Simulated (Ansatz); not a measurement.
Base system: Ba2CuHgO4 (space group P4/mmm, No. 123; a = 3.853 Å, c = 9.550 Å; a cell from a computed database, its experimental status unchecked).

It is then changed as follows: a hydrostatic pressure of 0.7 GPa.

Levels (all Ansatz, an electronic-structure program, PAW): PBEsol (420 eV, no SOC); PBEsol+SOC (420 eV, with spin-orbit coupling).

The geometry is relaxed with PBEsol.

| Property | Result |
|---|---|
| PBEsol pressure | 0.7 GPa |

### Question
How does going to PBEsol+SOC change the pressure?

### Answer
The pressure shrinks by 0.2 GPa to 0.5 GPa.

Single points use the geometry relaxed with PBEsol. Differences between runs with and without spin-orbit coupling are approximate. Load acts through the strain it causes; cell and atoms are relaxed under it. No phonon test of stability was made. No Hubbard U is applied and the magnetic state is the run's own (Ba2CuHgO4 not spin-polarised); other magnetic orders, which need larger cells, were not tried and can change the gap. The runs without spin-orbit coupling are not spin-polarised. An odd electron count without spin: Ba2CuHgO4.
